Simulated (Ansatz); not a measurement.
For SnS (Cmcm, No. 63, 4 atoms in the cell; start COD 9008295; cell measured at 905 K), LDA in Ansatz (PAW) gives:

```
Item                    Value
---------------  ------------
bulk modulus B0      47.9 GPa
cohesive energy  4.41 eV/atom
band gap              0.00 eV
```

### Question
What does PBEsol (PAW; Ansatz, a first-principles code) give for the same quantities?

### Answer

- bulk modulus: 41.4 GPa (drops by 14 %)
- cohesive energy: 3.95 eV/atom (decreases by 0.46 eV/atom)
- band gap: 0.03 eV (goes up by 0.03 eV)

Changes are worked out from the printed values.

Unless a cell is named, each level is at its own relaxed cell (LDA 22.37, PBEsol 23.05 Å³/atom).

Levels without +SOC leave out spin–orbit coupling, which shifts energies and cells of such heavy elements.

Levels without +SOC have no spin–orbit coupling; where heavier elements are present it shifts gaps, mostly down, and can invert bands. A gap of zero means that the bands touch or overlap. Density-functional gaps are differences of (generalised) Kohn–Sham levels.

Caveats: the bulk modulus is −V dP/dV from two relaxed cells at ±2 % in volume (LDA, PBEsol); the relaxation could not lower the start's symmetry, so the cell can be a saddle point above a distorted one (LDA, PBEsol). Ansatz's density-functional and Hartree–Fock values are scalar-relativistic unless marked +SOC, with PAW data made under PBE.
